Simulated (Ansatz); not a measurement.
Response to strain in GaS

The parent structure is GaS in the beta-GaS type structure (space group P6_3/mmc, No. 194; layered, stacked along the Cartesian z axis).

```yaml
crystal:
  lattice:
    - [3.53420, 0.00000, 0.00000]
    - [-1.76710, 3.06071, 0.00000]
    - [0.00000, 0.00000, 15.03891]
  atoms:
    - { symbol: Ga, position: [0.33333, 0.66667, 0.66956] }
    - { symbol: Ga, position: [0.66667, 0.33333, 0.16956] }
    - { symbol: Ga, position: [0.66667, 0.33333, 0.33044] }
    - { symbol: Ga, position: [0.33333, 0.66667, 0.83044] }
    - { symbol: S, position: [0.33333, 0.66667, 0.09695] }
    - { symbol: S, position: [0.66667, 0.33333, 0.59695] }
    - { symbol: S, position: [0.66667, 0.33333, 0.90305] }
    - { symbol: S, position: [0.33333, 0.66667, 0.40305] }
```

Cartesian axes are those of the cell as printed.

Strains are applied to the cell and any free atomic positions relax.

Levels (all Ansatz, a first-principles code, PAW): PBEsol-D3(BJ) (420 eV, spin-orbit coupling left out); HSE06 (420 eV, no spin-orbit coupling).

Band gaps by level, all at the geometries relaxed with PBEsol-D3(BJ):

```
case                            PBEsol-D3(BJ)    HSE06
------------------------------  -------------  -------
base                                  1.29 eV  2.09 eV
uniaxial strain ε_xx = +5.80 %        0.90 eV  1.71 eV
tensor shear ε_xz = +1.35 %           1.28 eV  2.08 eV
```

Single points use the geometry relaxed with PBEsol-D3(BJ). The hybrid gap comes from the SCF mesh plus the semilocal run's edge points and a few special points and is an upper bound. Whether these cells are dynamically stable was not tested.
